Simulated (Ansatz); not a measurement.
PbSe: energy against volume

PbSe (rock salt, Fm-3m, 30.048 Å³/atom and stress up to 0.01 GPa in the relaxed cell, cube axes along x, y and z) under an equal strain ε along all three axes. PBE in Ansatz, a plane-wave DFT program (PAW, default set), 420 eV, 9×9×9 Γ-centred mesh, Fermi-Dirac smearing 0.05 eV; ions are relaxed, or left where forces stay under 0.02 eV/Å, within the symmetry of each cell.

Here V stands for volume and E for E less E0.

| volume (Å³/atom) | E less E0 (meV/atom) | pressure (GPa) |
|---|---|---|
| 28.2810 | 16.74 | 3.21 |
| 28.7161 | 9.24 | 2.32 |
| 29.1556 | 4.02 | 1.49 |
| 29.5996 | 0.98 | 0.71 |
| 30.0481 | 0.00 | -0.01 |
| 30.5010 | 0.99 | -0.68 |
| 30.9586 | 3.85 | -1.31 |
| 31.4206 | 8.48 | -1.89 |
| 31.8873 | 14.79 | -2.43 |
| 32.8343 | ? | ? |

### Question
Fit E against V with the third-order Birch-Murnaghan form, a cubic in V^(-2/3), and predict the withheld value at V = 32.8343.

### Answer
With u = V^(-2/3) - 0.1035, the rows have u = 0.0042300, 0.0031391, 0.0020647, 0.0010064, -0.0000361, -0.0010629, -0.0020748, -0.0030715, -0.0040538. Least squares gives E = 0.003 + 43.4·u + 917756·u² + 1761231·u³. Residuals (row less fit): -0.001, 0.003, 0.000, 0.002, -0.003, -0.002, 0.002, 0.003, -0.001; standard error 0.003 (degrees of freedom: 5). Its minimum lies at u = -0.0000236, so V0 = (0.1034764)^(-3/2) = 30.04. There d²E/du² = 1835000 and d³E/du³ = 1.057e7, so B0 = (4/9) × 30.04^(-7/3) × 1835000 × 0.160218 = 46.6 GPa (the last factor turns the table's units into GPa), and B0' = 4 + (2/3) × 0.1034764 × (1.057e7)/1835000 = 4.4. B0' rests on the cubic coefficient alone and has a standard error of 0.1 from these residuals. At the withheld row, u = -0.0059753, so E = 0.003 + 43.4 × (-0.0059753) + 917756 × (-0.0059753)² + 1761231 × (-0.0059753)³ = 32.136 meV/atom. The calculation gives 32.11 meV/atom, 0.026 meV/atom below the prediction (0.1 % of the range of E in the table). The row lies outside the fitted rows, so this is an extrapolation. The scatter of the fitted rows lies at the last printed digit.

Spin-orbit coupling is left out, which can shift these values for the heavy elements here. Other structures, which can take over under pressure, weren't tried. The same form fitted to the pressure column gives B0' = 4.4; series where the two differ by over 0.4 aren't shown. Rows are the converged runs of the series near zero and its far end, less any whose ions stayed unrelaxed beside relaxed ones; series whose fitted rows scatter by over a few per cent of the range, as at a crossing or softening among them, aren't shown in this form.
